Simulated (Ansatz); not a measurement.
Amorphous Hf18O36H, 55 atoms at 9.33 g/cm³, one PBE-relaxed geometry, zone centre. Methods: PBE, scalar-relativistic without spin-orbit coupling (Ansatz, a quantum-chemistry and plane-wave program); r2SCAN, scalar-relativistic without spin-orbit coupling (Ansatz); HSE06, scalar-relativistic without spin-orbit coupling (Ansatz). Plane waves to 420 eV (r2SCAN 500 eV); exact exchange is cut at the cell's faces. The usual formal charges leave 1 electrons over, so the level spacing at the Fermi energy parts defect or band states and needn't be the band gap. In the spin-polarised cell the level spacing at the Fermi energy can part levels of unlike spin.

Preparation: random packing, a CHGNet melt and quench, and a DFT relaxation. O atoms were pushed apart under 1.9 Å during the dynamics, to hinder bonds among them. The hot cell started wider than the set density and was brought back towards it in steps. It is the lowest in DFT energy of 2 quenches. It is a model cell: composition and starting density were chosen by hand, and all elements were melted together. No dispersion term was used. Its density started from a set value of 8.94 and ended at 9.33 g/cm³. The quench (nominally 500 K/ps over its main leg) was far faster than any real one, so the model tends to hold more defects than a real film. One small periodic cell is one sample of the glass; other quenches scatter about these values. The volume was free in the relaxation, at fixed shape. Stress components on the final sampling reach 2.1 GPa. On a 2×2×2 Γ-centred mesh force components of up to 0.12 eV/Å stay, since the relaxation ran on the zone centre alone. Cycles of charging lowered its energy after that relaxation.

The relaxation ran on the zone centre alone. At PBE the level spacing at the Fermi energy is 0.87 eV on a 2×2×2 Γ-centred mesh, and the spacing at the zone centre alone 0.95 eV.

### Question
What zone-centre spacing does r2SCAN give, roughly?

### Answer
1.34 eV (+0.39 eV against PBE).

### Question
What zone-centre spacing does HSE06 give, roughly?

### Answer
1.96 eV (+1.01 eV against PBE).

The highest filled and the lowest empty state spread over these numbers of atoms (participation numbers): PBE: 8.7 and 10.3; r2SCAN: 8.2 and 10.1; HSE06: 8.0 and 10.4.
